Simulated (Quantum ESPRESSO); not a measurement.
Worked example: self-consistent single point of LaCo2 (Fd-3m, 6 atoms in the cell) in Quantum ESPRESSO.

Method of the run: LDA (PZ), GBRV 1.5 ultrasoft (LDA) pseudopotentials (plane waves; Quantum ESPRESSO 7.5).

```
LaCo2
1.0
   -3.59911     0.00000     3.59911
    0.00000     3.59911     3.59911
   -3.59911     3.59911     0.00000
La Co
2 4
Cartesian
 -5.39867   5.39867   5.39867
 -3.59911   3.59911   3.59911
 -2.69934   2.69934   0.89978
 -0.89978   2.69934   2.69934
 -0.89978   0.89978   0.89978
 -2.69934   0.89978   2.69934
```

Reference input (self-consistent single point, DFT, LDA (PZ), plane waves, GBRV 1.5 ultrasoft (LDA) pseudopotentials): ecutwfc = 50 Ry; ecutrho = 400 Ry; occupations = smearing; smearing = marzari-vanderbilt; degauss = 0.0036749 Ry; potentials = {La: la_lda_v1.uspp.F.UPF, Co: co_lda_v1.2.uspp.F.UPF}; K_POINTS = automatic 5 5 5 0 0 0; conv_thr = 1e-10 Ry; mixing_beta = 0.5. This run's input differs from it in these lines:

```diff
@@ -17,3 +17,3 @@
   smearing = 'marzari-vanderbilt',
-  degauss = 0.0036749,
+  degauss = 0.0073499,
 /
@@ -34,3 +34,3 @@
 K_POINTS {automatic}
-5 5 5  0 0 0
+6 6 6  0 0 0
```

Output (repeated stretches shortened):

```
     Self-consistent Calculation

     iteration #  1     ecut=    50.00 Ry     beta= 0.50

     total energy              =   -1292.73558593 Ry
     estimated scf accuracy    <     158.51117741 Ry

     iteration #  2     ecut=    50.00 Ry     beta= 0.50

     total energy              =   -1397.53441413 Ry
     estimated scf accuracy    <     326.22885179 Ry

     iteration #  3     ecut=    50.00 Ry     beta= 0.50

     total energy              =   -1396.57614911 Ry
     estimated scf accuracy    <      71.07261143 Ry

   [... 31 blocks of this kind left out ...]

     iteration # 35     ecut=    50.00 Ry     beta= 0.50

     negative rho (up, down):  9.358E-02 0.000E+00

     total energy              =   -1397.81916572 Ry
     estimated scf accuracy    <          1.3E-09 Ry

     iteration # 36     ecut=    50.00 Ry     beta= 0.50

     negative rho (up, down):  9.358E-02 0.000E+00
     End of self-consistent calculation

     the Fermi energy is    17.1431 ev

!    total energy              =   -1397.81916572 Ry
     estimated scf accuracy    <          5.0E-12 Ry
     smearing contrib. (-TS)   =       0.00103542 Ry
     internal energy E=F+TS    =   -1397.82020114 Ry

     convergence has been achieved in  36 iterations

     negative rho (up, down):  9.358E-02 0.000E+00

     Forces acting on atoms (cartesian axes, Ry/au):

     atom    1 type  1   force =    -0.00000000   -0.00000000    0.00000000
   [... zero for the other atoms too ...]

     Total force =     0.000000     Total SCF correction =     0.000000

     negative rho (up, down):  9.358E-02 0.000E+00
          total   stress  (Ry/bohr**3)                   (kbar)     P=      -76.21
  -0.00051805  -0.00000000   0.00000000          -76.21       -0.00        0.00
  -0.00000000  -0.00051805  -0.00000000           -0.00      -76.21       -0.00
   0.00000000  -0.00000000  -0.00051805            0.00       -0.00      -76.21

   JOB DONE.
```

The run converged in 36 iterations. Against the reference run the free energy goes up by 2.2 meV/atom and the pressure moves little (-7.61 to -7.62 GPa).

The starting cell comes from a database of computed structures (which also holds hypothetical and non-ambient phases and stackings), without a prior relaxation at this level. Spin polarisation is off. With a pressure of about -8 GPa the cell is away from its equilibrium volume at this level.

Cost on one core of a shared machine: roughly 9 min.
